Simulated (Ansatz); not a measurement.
Question: Name crystals whose electron conductivity mass lies between 0.42 and 0.65 mₑ and whose band gap lies between 1.3 and 2 eV, by r2SCAN, rigid bands (Ansatz, a first-principles code).

Answer: Many crystals can fit; among those computed here:
- Ta₃N₅ (Cmcm): 0.48 mₑ, 1.56 eV

Masses are for dilute carriers at 300 K, harmonic means over directions unless an axis is named. Spin-orbit coupling is left out.

Formula and space group known from diffraction (Crystallography Open Database), not checked to be the room-temperature form: Ta3N5 (Cmcm).
